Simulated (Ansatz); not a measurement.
**By hand: formation energy of the neutral V_O in SiO2 (quartz, P3₁21)**

We look at the formation energy of the neutral V_O in SiO2 (quartz, P3₁21). Reaction: 24 SiO2 (quartz) → cell A + 1/2 O2 (gas).

A: a supercell of 72 sites of SiO2 (quartz, P3₁21) with one empty O site amid 2 Si; spin state with PBE: run without spin.

Method: Ansatz (an electronic-structure program), PAW, neutral cells at 0 K with nuclei at rest, on structures from PBE. Ansatz runs with its default PAW set. Other levels take these structures. The lattices are those relaxed with PBE, so at other levels the solids can be strained, which adds to the spread. Larger cells are relaxed from a start prepared with the learned potential CHGNet, on a coarser mesh till forces fall under 0.03 eV/Å, which some starts already meet. A dispersion term (D3(BJ), or D4 for r2SCAN) was computed beside these levels and is taken off wherever the name lacks it. Mesh and cell size may move defect energies by 0.1 eV or more. The value holds for the reservoirs listed; other chemical potentials shift it.

Total energies of the cells in eV, at zero smearing width. They compare only within one column; the weights balance every element.

| cell | atoms | weight | r2SCAN | LDA |
|---|---|---|---|---|
| A: SiO2:V_O | 71 | +1 | -42149.95906 | -40785.98029 |
| SiO2 (quartz) | 72 | −1 | -42721.76013 | -41344.21513 |
| O2 (gas) | 2 | +1/2 | -1131.96020 | -1104.69203 |

r2SCAN: (-42149.95906) − (-42721.76013) + 1/2 × (-1131.96020) = 5.821 eV.

LDA: (-40785.98029) − (-41344.21513) + 1/2 × (-1104.69203) = 5.889 eV.
